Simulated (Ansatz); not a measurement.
Adsorption energy and surface dipole of F on the 1x1 (100) surface of rock-salt MgO (cut with top plane Mg + O), one in a 2x2 cell, started at the site 'top Mg', worked from the runs' numbers; total energies count from the potentials' own zero.

Host crystal: rock-salt MgO, with a band gap (PBE, scalar-relativistic without spin-orbit coupling).

These are PBE (plane waves to 420 eV, PAW; Ansatz, a program for electronic structure) values and carry that method's errors.

Model: 33-atom slab, 6.4 Å thick at the start under the adsorbate (thin: gaps and levels are the slab's own), 3x3x1 mesh, Fermi-Dirac 0.01 eV, dipole correction, 16 atoms held, the rest relaxed; start symmetry kept, larger cells not searched; spin-polarised, ending with about 1.0 μB a cell, a value that depends on the mesh; orders that need a larger cell were not tried, no spin-orbit, no U, no dispersion correction. The slab shows no gap over 0.04 eV on its mesh. It is one chosen start, not shown to be the lowest state of the adsorbate.

```tsv
quantity	value
slab with the adsorbate	-40708.688 eV
clean slab, same cell and mesh	-39902.225 eV
reference, ½ F2(g)	-805.593 eV
area of the cell	36.19 Å²
change of the step from the bottom to the top vacuum level	2.885 eV
```

Task: What is the adsorption energy against this reference?

Result: E(slab + adsorbate) − E(slab) − E(reference) = -0.87 eV, so in this state the adsorbate is more stable than in the reference, at a coverage of 2.76 a nm².

Task: What dipole does adsorption add to the slab along the outward normal (Helmholtz relation, ε₀ = 0.005526 e/(V·Å))?

Result: p = −ε₀·A·ΔV = -0.577 e·Å = -2.77 D; its negative end points to the vacuum, which raises the vacuum level.
